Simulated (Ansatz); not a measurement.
Nb under a change: isotropic strain −3.00 %

Start from Nb in the bcc (W type) structure (space group Im-3m, No. 229; a = 3.311 Å; relaxed with 0.1 eV smearing).

It is then changed as follows: an isotropic linear strain of −3.00 %, atoms relaxed at fixed cell.

The values are results of Kohn–Sham DFT with the PBE functional, run in Ansatz (a quantum-chemistry and plane-wave program) with PAW and 420 eV plane waves, no spin-orbit coupling, not measurements. Γ-centred 28×28×28 mesh, Fermi–Dirac width 0.1 eV.

| quantity | base | changed | shift |
|---|---|---|---|
| volume per atom | 18.16 Å³ | 16.57 Å³ | -1.59 Å³ |
| space group | Im-3m (No. 229) | Im-3m (No. 229) | – |
| shortest interatomic distance | 2.868 Å | 2.782 Å | -0.086 Å |
| energy relative to the base (free energy F) | 0 meV/atom | +84 meV/atom | +84 meV/atom |
| pressure | 0.0 GPa | 18.2 GPa | +18.2 GPa |
| band gap | zero | zero | – |

Final structure:

```
CELL_PARAMETERS angstrom
     -1.60606     1.60606     1.60606
      1.60606    -1.60606     1.60606
      1.60606     1.60606    -1.60606
ATOMIC_POSITIONS crystal
  Nb 0.00000 0.00000 0.00000
```

No phonon test of stability was made. The final runs are not spin-polarised.
